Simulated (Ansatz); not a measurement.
Ansatz (an electronic-structure program) run on SrAl2 (Imma, 6 atoms in the cell): self-consistent single point

Method: LDA (PW92), default PAW files made with PBE (plane waves; Ansatz).

This input was run:

Ansatz 0.2 input:
```yaml
crystal:
  lattice:
    - [-2.391985, 3.941125, 3.932892]
    - [2.391985, -3.941125, 3.932892]
    - [2.391985, 3.941125, -3.932892]
  atoms:
    - { symbol: Sr, position: [0.300330, 0.550330, 0.750000] }
    - { symbol: Sr, position: [0.699670, 0.449670, 0.250000] }
    - { symbol: Al, position: [0.270830, 0.839370, 0.431460] }
    - { symbol: Al, position: [0.729170, 0.160630, 0.568540] }
    - { symbol: Al, position: [0.907910, 0.839370, 0.068540] }
    - { symbol: Al, position: [0.092090, 0.160630, 0.931460] }
basis:
  ecutwfc: 30.9 Ry
kpoints:
  mp_grid:
    grid: [8, 8, 8]
hamiltonian:
  xc: lda
  pseudopotentials:
    kind: paw
scf:
  occupations:
    method: gaussian
    width: 0.0073 Ry
output:
  forces: true
  eigenvalues: true
  stress: true
```

The program printed (abridged):

```
WARN ansatz: RAYON_NUM_THREADS=1 ignored (pool sized by the plan → 1); use --threads N
Pseudopotentials: kind: paw
Pseudopotential: Sr, paw, valence charge 10
Pseudopotential: Al, paw, valence charge 3
Crystal: 6 atoms, lattice volume = 148.303 Å³
Basis set: ecut = 420.4159175005146 eV, 2891 PW (Γ)
Bands: 22, of which v1, the nominal top of the filled ones, is band 16 counted from 1 (15 counted from 0)
Symmetry: 8 space group operations
Space group: Imma (ITA 74), of the structure as read, at distance tolerance 5.3e-5 Å
k-points: 95 of 512
PAW frozen core: Sr, regenerated for the run's functional, and the local potential with it
PAW frozen core: Al, regenerated for the run's functional, and the local potential with it
Initial density: superposition of atomic densities (neutral atoms: chi_scale 0, normalization atom), corrected by the library's trained network
Initial wavefunctions: pseudopotential atomic-orbital guess
Eigensolver: davidson
Functional: x = slater, c = lda
SCF iter   1: F=—  HF=-8941.912701 eV  |F-HF|=—  |Δ(HF+E_count)|=         —  Δρ=3.61e-3  dr2=1.40e-2  ethr=1.77e-3  ⟨swp⟩=10.3  Hψ=15065  notcnv=0
all-band conjugate gradients solve this SCF's bands
preconditioner: auto → Kerker (q_TF=auto, 2.113 Å⁻¹)
SCF iter   2: F=—  HF=-8941.910188 eV  |F-HF|=—  |Δ(HF+E_count)|=   2.51e-3  Δρ=2.01e-3  dr2=5.43e-3  ethr=4.37e-5  ⟨swp⟩=1.8  Hψ=3541  notcnv=0  defer=1
SCF iter   3: F=—  HF=-8941.908845 eV  |F-HF|=—  |Δ(HF+E_count)|=   1.34e-3  Δρ=2.45e-4  dr2=1.45e-4  ethr=1.70e-5  ⟨swp⟩=2.4  Hψ=2807  notcnv=0  defer=1
SCF iter   4: F=—  HF=-8941.908796 eV  |F-HF|=—  |Δ(HF+E_count)|=   4.90e-5  Δρ=6.31e-5  dr2=6.51e-6  ethr=4.54e-7  ⟨swp⟩=2.7  Hψ=3609  notcnv=0  defer=1
SCF iter   5: F=—  HF=-8941.908735 eV  |F-HF|=—  |Δ(HF+E_count)|=   6.04e-5  Δρ=1.75e-5  dr2=6.85e-7  ethr=2.03e-8  ⟨swp⟩=2.1  Hψ=2557  notcnv=0  defer=1
SCF iter   6: F=-8941.908735 eV  HF=-8941.908735 eV  |F-HF|=7.42e-9  |Δ(HF+E_count)|=   1.52e-7  Δρ=3.09e-6  dr2=2.00e-8  ethr=3.13e-10  ⟨swp⟩=10.4  Hψ=11908  notcnv=0
SCF 1 converged in 6 iterations: F = -8941.908735 eV  dr2 = 2.00e-8
SCF converged after 6 iterations
Free energy (F): -8941.908735 eV
Harris-Foulkes:  -8941.908735 eV  (|F-HF|=7.42e-9)
Internal energy: -8941.899615 eV  (E = F + TS)
E sigma→0 (E₀):  -8941.904175 eV
Entropy (-TS):   -0.009120 eV (-1.520 meV/atom)
Fermi energy:    7.042179 eV
--- Per-component energies (eV) ---
  E_band       = -179.310363
  E_kinetic    = 577.981077
  E_local      = -1411.256543  (includes V_loc(G=0)·N_el)
  E_nonlocal   = 456.595285
  E_hartree    = 368.423180
  E_xc         = -497.338572
  E_vxc        = -436.741605  (∫ρ·V_xc dr)
  E_paw        = -6967.401497  (= ΣΔE_a)
  E_vpaw       = -102.733711  (= ΣTr[D̂ρ^β])
  E_aug_tail   = -0.000018  (compensation charges beyond the density's cutoff)
  E_ewald      = -1469.713664
  E_core_change = 0.811137  (= ΣΔE_core)
  E_smearing   = -0.009120  (= −TS)
  E_closure    = -0.000000  (closes the sum)
  Σ components = -8941.908735   (vs F -8941.908735, Δ=0.00e0)
--- Forces (eV/Å), atoms counted from 1 ---
  atom   1  Sr    -0.00000000     0.00000000    -0.04159577
  atom   2  Sr     0.00000000     0.00000000     0.04159577
  atom   3  Al     0.00000000     0.00703042    -0.01409029
  atom   4  Al    -0.00000000    -0.00703042     0.01409029
  atom   5  Al     0.00000000    -0.00703042    -0.01409029
  atom   6  Al    -0.00000000     0.00703042     0.01409029
  max |Σ_I F_I| component: 0.00e0 eV/Å
--- Stress (GPa, compression-positive) ---
       -2.154528       0.000000      -0.000000
        0.000000      -2.217965      -0.000000
       -0.000000      -0.000000      -2.153852
  P = ⅓ Tr σ = -2.1754 GPa (-21.754 kbar)
  The stress holds the Pulay correction. Without it, at fixed plane waves, as pw.x and ABINIT print it: P = -2.2050 GPa
--- Band table (eV; the first three rows and the last of 95) ---
  k-point 0: bands = ["-28.3771", "-28.3500", "-10.6120", "-10.5514", "-10.4692", "-10.4648", "-10.4207", "-10.3655", "-1.1335", "1.9559", "3.3710", "4.4445", "4.6552", "5.4220", "5.5483", "6.2994", "7.2181", "8.1523", "8.1573", "8.6141", "8.6932", "9.0069"]
  k-point 1: bands = ["-28.3758", "-28.3508", "-10.6095", "-10.5451", "-10.4969", "-10.4462", "-10.4292", "-10.3723", "-0.9838", "2.0063", "3.0145", "4.2478", "4.8109", "5.2897", "5.6878", "6.1275", "7.7338", "7.8910", "8.1667", "8.5365", "9.0143", "9.2143"]
  k-point 2: bands = ["-28.3724", "-28.3533", "-10.6034", "-10.5417", "-10.5153", "-10.4478", "-10.4378", "-10.3905", "-0.5588", "2.1689", "2.3420", "3.7227", "5.1012", "5.1597", "5.7499", "5.9075", "7.4100", "7.6990", "8.4466", "9.3340", "9.8604", "9.8864"]
  k-point 94: bands = ["-28.3649", "-28.3619", "-10.6465", "-10.6023", "-10.5002", "-10.4494", "-10.3930", "-10.3333", "0.4088", "0.9463", "1.5869", "3.6761", "5.2630", "5.9157", "7.6411", "7.7611", "7.7709", "7.9187", "8.4283", "8.6991", "8.7785", "8.7971"]
```

The run converged in 6 iterations.

The starting cell comes from a database of computed structures (which also holds hypothetical and non-ambient phases and stackings), without a prior relaxation at this level. Its lattice was rescaled by up to half a per cent. Ansatz's pressure includes its estimate of the finite-basis (Pulay) stress.
